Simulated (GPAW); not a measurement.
# A self-consistent single point of Rh (Fm-3m, 1 atom in the cell) with GPAW

Computed with PBE, GPAW PAW datasets PBE (gpaw-data 1.0.1) (plane waves; GPAW 25.7.0).

Input as run:

```python
from ase import Atoms
from ase.units import GPa
from gpaw import GPAW, PW, FermiDirac

atoms = Atoms(['Rh'],
              cell=[[0.000000, 1.909500, 1.909500],
                    [1.909500, 0.000000, 1.909500],
                    [1.909500, 1.909500, 0.000000]],
              positions=[[0.000000, 0.000000, 0.000000]],
              pbc=True)

calc = GPAW(mode=PW(600),
            xc='PBE',
            kpts=(11, 11, 11),
            occupations=FermiDirac(0.1),
            nbands=-7,
            convergence={'forces': 0.001},
            symmetry={'symmorphic': False, 'tolerance': 0.0005},
            maxiter=150)

atoms.calc = calc

energy = atoms.get_potential_energy()
print('Energy (eV):', round(energy, 6))
forces = atoms.get_forces()
print('Forces (eV/Ang):')
print(forces.round(5))
stress = atoms.get_stress()
print('Stress (GPa, Voigt):', (stress / GPa).round(4))
```

Log, with long lists cut:

```
Input parameters:
  convergence: {forces: 0.001}
  kpts: [11 11 11]
  maxiter: 150
  mode: {ecut: 600.0,
         name: pw}
  nbands: -7
  occupations: {fixmagmom: False,
                name: fermi-dirac,
                width: 0.1}
  symmetry: {symmorphic: False,
             tolerance: 0.0005}
  xc: PBE

species:
  Rh:
    name: Rhodium
    Z: 45.0
    valence: 15
    core: 30
    charge: 0.0
    file: Rh.PBE.gz

    # Using partial waves for Rh as LCAO basis

Reference energy: -130134.647000  # eV

Spin-paired calculation

Convergence criteria:
 Maximum [total energy] change in last 3 cyles: 0.0005 eV / valence electron
 Maximum integral of absolute [dens]ity change: 0.0001 electrons / valence electron
 Maximum integral of absolute [eigenst]ate change: 4e-08 eV^2 / valence electron
 Maximum change in the atomic [forces] across last 2 cycles: 0.001 eV/Ang OR
Maximum error relative to the maximum force is below inf
 Maximum number of scf [iter]ations: 150

Symmetries present (total): 48
Symmetries with fractional translations: 0
1331 k-points: 11 x 11 x 11 Monkhorst-Pack grid
56 k-points in the irreducible part of the Brillouin zone
       k-points in crystal coordinates                weights
   0:     0.00000000    0.00000000    0.00000000          1/1331
   1:     0.09090909    0.09090909    0.00000000          6/1331
   2:     0.09090909    0.09090909    0.09090909          8/1331
   [... 7 lines left out ...]
          ...
  55:     0.45454545    0.45454545    0.45454545          8/1331

Wave functions: Plane wave expansion
  Cutoff energy: 600.000 eV
  Number of coefficients (min, max): 455, 483
  Pulay-stress correction: 0.000000 eV/Ang^3 (de/decut=0.000000)

Occupation numbers: Fermi-Dirac:
  width: 0.1000  # eV

Eigensolver

Densities:
  Coarse grid: 16*16*16 grid
  Fine grid: 32*32*32 grid
  Total Charge: 0.000000

Density mixing:
  Method: separate
  Backend: pulay
  Linear mixing parameter: 0.05
  old densities: 5
  Damping of long wavelength oscillations: 50

Hamiltonian:
  XC and Coulomb potentials evaluated on a 32*32*32 grid
  External potential:
    NoExternalPotential

XC parameters: PBE with 2 nearest neighbor stencil

Number of atoms: 1
Number of atomic orbitals: 12
Number of bands in calculation: 14
Number of valence electrons: 15
Bands to converge: occupied

Density initialized from atomic densities
  12 bands from LCAO basis set
  2 bands from random numbers

Atomic positions and initial magnetic moments

Positions:
   0 Rh     0.000000    0.000000    0.000000    ( 0.0000,  0.0000,  0.0000)

Unit cell:
           periodic     x           y           z      points  spacing
  1. axis:    yes    0.000000    1.909500    1.909500    16     0.1378
  2. axis:    yes    1.909500    0.000000    1.909500    16     0.1378
  3. axis:    yes    1.909500    1.909500    0.000000    16     0.1378

  Lengths:   2.700441   2.700441   2.700441
  Angles:   60.000000  60.000000  60.000000

Effective grid spacing dv^(1/3) = 0.1504

     iter     time        total  log10-change:
                         energy   eigst   dens  force
iter:   1 --:--:--    -7.885883
iter:   2 --:--:--    -7.766294   -1.95  -1.35
iter:   3 --:--:--    -7.358197   -1.65  -1.39
iter:   4 --:--:--    -7.333087   -3.70  -1.96
iter:   5 --:--:--    -7.330954   -2.24  -2.12
iter:   6 --:--:--    -7.307539   -3.29  -2.15
iter:   7 --:--:--    -7.307418   -5.09  -3.27
iter:   8 --:--:--    -7.307464c  -4.72  -3.30
iter:   9 --:--:--    -7.307451c  -5.97  -3.76
iter:  10 --:--:--    -7.307451c  -7.06  -3.96
iter:  11 --:--:--    -7.307453c  -6.18  -3.88
iter:  12 --:--:--    -7.307452c  -7.52c -4.76c
iter:  13 --:--:--    -7.307452c  -8.47c -5.28c -22.64c

Converged after 13 iterations.

Dipole moment: (0.000000, -0.000000, 0.000000) |e|*Ang

Energy contributions relative to reference atoms: (reference = -130134.647000)

Kinetic:         -3.331869
Potential:       +0.855013
External:        +0.000000
XC:              -4.741977
Entropy (-ST):   -0.048141
Local:           -0.064549
SIC:             +0.000000
--------------------------
Free energy:     -7.331523
Extrapolated:    -7.307452

Showing only first 2 kpts
 Kpt  Band  Eigenvalues  Occupancy
  0     5      8.60643    2.00000
  0     6      8.60643    2.00000
  0     7     10.64114    1.99988
  0     8     10.64114    1.99988

  1     5      8.82832    2.00000
  1     6      8.82832    2.00000
  1     7     10.34613    1.99999
  1     8     10.74898    1.99965

Fermi level: 11.61482

No gap
No difference between direct/indirect transitions
Energy (eV): -7.307452

Forces in eV/Ang:
  0 Rh    0.00000    0.00000   -0.00000

Stress tensor:
    -0.030119    -0.000000     0.000000
    -0.000000    -0.030119    -0.000000
     0.000000    -0.000000    -0.030119
Stress (GPa, Voigt): [-4.8256 -4.8256 -4.8256 -0.      0.     -0.    ]
```

The run converged in 13 iterations. GPAW prints stress with tension positive.

The starting cell has typed, rounded lattice constants, without a prior relaxation at this level. Its lattice was rescaled by up to half a per cent. Spin polarisation is off. With a pressure of about 5 GPa the cell is away from its equilibrium volume at this level.
